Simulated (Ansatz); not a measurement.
# AlB2-type TiB2

Computed with PBE in Ansatz (PAW).

Numerical settings: plane-wave cutoff 520 eV, 24×24×18 k mesh (along the axes of the cell as run), Fermi–Dirac smearing 0.05 eV, no spin polarisation, scalar-relativistic PAW data made under PBE.

Cell (relaxed at this level):

TiB2 is modelled in the hexagonal space group P6/mmm (No. 191), Pearson symbol hP3. Lattice parameters: a = b = 3.0320 Å, c = 3.2239 Å, α = β = 90.00°, γ = 120.00°. Ti on 1a sees 12 B at 2.380 Å and 6 Ti at 3.032 Å and 2 Ti at 3.224 Å. B on 2d has 3 B at 1.751 Å and 6 Ti at 2.380 Å. (Neighbours: up to the widest gap in distance over summed covalent radii, below 1.35, at either atom; cation-cation and far metal-metal contacts left out.)

- bulk modulus B0 = 250 GPa
- band gap = none
- pressure derivative B′ of the bulk modulus = 3.9

Measured, for comparison: bulk modulus 240 GPa (room temperature, no zero-point or thermal correction, our sources range from 233 to 250; as tabulated in Synthesis of Binary Transition Metal Nitrides, Carbides and Borides from the …). Computed (rounded) less measured: bulk modulus +4 % (0.0 % to +7 % over the range). A static lattice is as a rule a little smaller and stiffer than an uncorrected measurement, which narrows the difference in the bulk modulus and would widen misses of the other sign.

Note: the bulk modulus comes from volumes at which shape and atoms were relaxed.

Static lattice: no zero-point or thermal effects.

The result took very roughly 5 core-minutes.

Ansatz is an electronic-structure program.
